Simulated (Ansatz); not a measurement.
**Dielectric-response calculation of TlPbF3 (Pm-3m, 5 atoms in the cell) at several settings**

```yaml
crystal:
  lattice:
    - [4.56389, 0.00000, 0.00000]
    - [0.00000, 4.56389, 0.00000]
    - [0.00000, 0.00000, 4.56389]
  atoms:
    - { symbol: Tl, position: [0.00000, 0.00000, 0.00000] }
    - { symbol: Pb, position: [0.50000, 0.50000, 0.50000] }
    - { symbol: F, position: [0.00000, 0.50000, 0.50000] }
    - { symbol: F, position: [0.50000, 0.50000, 0.00000] }
    - { symbol: F, position: [0.50000, 0.00000, 0.50000] }
```

Base: PBEsol, default PAW files made with PBE (Ansatz, a first-principles code). Its settings: basis.ecutwfc = 420 eV; kpoints.mp_grid.grid = 7 7 7; hamiltonian.xc = pbesol; hamiltonian.pseudopotentials = {kind: paw} (the program's default PAW files); scf.occupations.method = cold; scf.occupations.width = 0.2 eV. Starting volume 19.01 Å³ per atom.

Each line gives the change from the base single point and the result:

- kpoints.mp_grid.grid: 7 7 7 → 11 11 11; scf.occupations.method: cold → fixed; scf.occupations.width: 0.2 eV → default; dielectric: default → true: ε∞ at this k-point mesh, which may be far from converged in small-gap cells (xx, yy, zz) 4.62, 4.62, 4.62; Born charges at this mesh (mean of the diagonal, e) Tl 1.79, Pb 3.35, F -1.71, F -1.71, F -1.71.
- kpoints.mp_grid.grid: 7 7 7 → 5 5 5; scf.occupations.method: cold → fixed; scf.occupations.width: 0.2 eV → default; dielectric: default → true: ε∞ at this k-point mesh, which may be far from converged in small-gap cells (xx, yy, zz) 4.62, 4.62, 4.62; Born charges at this mesh (mean of the diagonal, e) Tl 1.79, Pb 3.35, F -1.71, F -1.71, F -1.71.
- scf.occupations.method: cold → fixed; scf.occupations.width: 0.2 eV → default; dielectric: default → true: ε∞ at this k-point mesh, which may be far from converged in small-gap cells (xx, yy, zz) 4.61, 4.61, 4.61; Born charges at this mesh (mean of the diagonal, e) Tl 1.79, Pb 3.35, F -1.71, F -1.71, F -1.71.

The starting cell was generated: these elements placed on a structure prototype, without a prior relaxation; it need not be a known phase or ordering of this composition. In the base run, with a pressure of about 8 GPa the cell is away from its equilibrium volume at this level. A gap is left out here, as mesh or smearing make it unsure.

Frequencies and response belong to this unrelaxed cell.

Keys are those of Ansatz 0.2.
